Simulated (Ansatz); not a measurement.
Levels about the gap of amorphous Hf18O33N2 (53 atoms in a cell of 682 Å³, 9.17 g/cm³; zone centre alone, so wide bands show as single levels with stretches between that a denser mesh fills), at the geometry that PBE relaxed, where it gives 0.9 GPa on a denser mesh. Exact exchange is cut at the faces of this small cell, which leaves a finite-size error. The participation number counts the atoms over which a state spreads; weights are charges in smoothed Voronoi cells. The levels come from a single point, so bond lengths are those of that geometry. Method of the levels: HSE06, scalar-relativistic without spin-orbit coupling (Ansatz, a quantum-chemistry and plane-wave program). Sampling: the zone centre alone; Fermi-Dirac width 0.02 eV; no spin polarisation.

A CHGNet melt-quench gave the starting glass, which DFT then relaxed. O and N atoms were pushed apart under 1.9 Å during the dynamics, to hinder bonds among them. The hot cell started wider than the set density and was brought back towards it in steps. It is the lowest in DFT energy of 2 quenches. It is a model cell: composition and starting density were chosen by hand, and all elements were melted together. No dispersion term was used. Its density started from a set value of 9.17 and ended at 9.17 g/cm³. Cooling (nominally 300 K/ps over its main leg) ran many orders faster than in experiment, which tends to leave more defects and strain. Values belong to this one cell and scatter from quench to quench. The volume was held where the preparation left it, at a PBE pressure of 0.9 GPa. Stress components on the final sampling reach 3.3 GPa.

```json
[
 {"E - E(highest filled), eV": "-0.60", "filling": "filled", "participation number": "16.7", "largest on": "O, 3 neighbours", "weight O": "0.86", "weight Hf": "0.06", "weight N": "0.09"},
 {"E - E(highest filled), eV": "-0.51", "filling": "filled", "participation number": "17.6", "largest on": "N, 4 neighbours", "weight O": "0.77", "weight Hf": "0.07", "weight N": "0.15"},
 {"E - E(highest filled), eV": "-0.46", "filling": "filled", "participation number": "18.2", "largest on": "O, 3 neighbours", "weight O": "0.85", "weight Hf": "0.06", "weight N": "0.08"},
 {"E - E(highest filled), eV": "-0.40", "filling": "filled", "participation number": "13.9", "largest on": "O, 3 neighbours", "weight O": "0.80", "weight Hf": "0.07", "weight N": "0.14"},
 {"E - E(highest filled), eV": "-0.31", "filling": "filled", "participation number": "12.1", "largest on": "N, 4 neighbours", "weight O": "0.58", "weight Hf": "0.09", "weight N": "0.33"},
 {"E - E(highest filled), eV": "-0.05", "filling": "filled", "participation number": "8.0", "largest on": "N, 4 neighbours", "weight O": "0.48", "weight Hf": "0.10", "weight N": "0.42"},
 {"E - E(highest filled), eV": "0.00", "filling": "filled", "participation number": "5.2", "largest on": "N, 4 neighbours", "weight O": "0.27", "weight Hf": "0.12", "weight N": "0.61"},
 {"E - E(highest filled), eV": "5.10", "filling": "empty", "participation number": "16.2", "largest on": "Hf, 5 neighbours", "weight O": "0.31", "weight Hf": "0.59", "weight N": "0.10"},
 {"E - E(highest filled), eV": "5.27", "filling": "empty", "participation number": "24.0", "largest on": "Hf, 6 neighbours", "weight O": "0.43", "weight Hf": "0.55", "weight N": "0.02"},
 {"E - E(highest filled), eV": "5.58", "filling": "empty", "participation number": "31.8", "largest on": "Hf, 6 neighbours", "weight O": "0.36", "weight Hf": "0.59", "weight N": "0.05"},
 {"E - E(highest filled), eV": "5.61", "filling": "empty", "participation number": "25.2", "largest on": "Hf, 6 neighbours", "weight O": "0.47", "weight Hf": "0.52", "weight N": "0.02"},
 {"E - E(highest filled), eV": "5.74", "filling": "empty", "participation number": "29.7", "largest on": "Hf, 5 neighbours", "weight O": "0.36", "weight Hf": "0.59", "weight N": "0.05"},
 {"E - E(highest filled), eV": "5.82", "filling": "empty", "participation number": "27.7", "largest on": "Hf, 5 neighbours", "weight O": "0.35", "weight Hf": "0.62", "weight N": "0.03"},
 {"E - E(highest filled), eV": "5.84", "filling": "empty", "participation number": "23.1", "largest on": "Hf, 7 neighbours", "weight O": "0.34", "weight Hf": "0.63", "weight N": "0.03"}
]
```

Most localised among these is the filled level at +0.00 eV, on a N atom, which has 4 neighbours (Hf 2.06 Å, Hf 2.10 Å, Hf 2.23 Å, Hf 2.40 Å).
